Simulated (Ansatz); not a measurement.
How the equilibrium lattice constant a of TiSi (model structure, from the rocksalt type, Fm-3m, No. 225) moves with the method

No measured value is used here.

```tsv
level (code)	value (Å)
PBE (Ansatz)	5.093
PBEsol (Ansatz)	5.037
PBE-D3(BJ) (Ansatz)	5.021
r²SCAN (Ansatz)	5.089
```

Ansatz's density-functional and Hartree–Fock values are scalar-relativistic unless marked +SOC, with PAW data made under PBE.

A model structure was made by putting elements into a prototype or built by hand; it is no filed structure, need not be a known phase, and can be a saddle point held by its symmetry.

Ansatz is an electronic-structure program.
